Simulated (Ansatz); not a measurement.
For SnGe (model structure, started from the PtS type, P4₂/mmc, No. 131, 4 atoms in the cell), PBE in Ansatz (PAW) gives:

* **equilibrium lattice constant a**: 4.020 Å
* **c axis length**: 7.468 Å

Question: What does PBE-D3(BJ) (Ansatz, a quantum-chemistry and plane-wave program, plane waves, PAW) give for the same quantities?

Answer: 
- lattice constant a: 3.929 Å (shrinks by 2.3 %)
- lattice parameter c: 7.468 Å (hardly moves)

Changes are worked out from the printed values.

Unless a cell is named, each level is at its own relaxed cell (PBE 30.17, PBE-D3(BJ) 28.81 Å³/atom).

Ansatz's density-functional and Hartree–Fock values are scalar-relativistic unless marked +SOC, with PAW data made under PBE.

A model structure was made by putting elements into a prototype or built by hand; it is no filed structure, need not be a known phase, and can be a saddle point held by its symmetry.
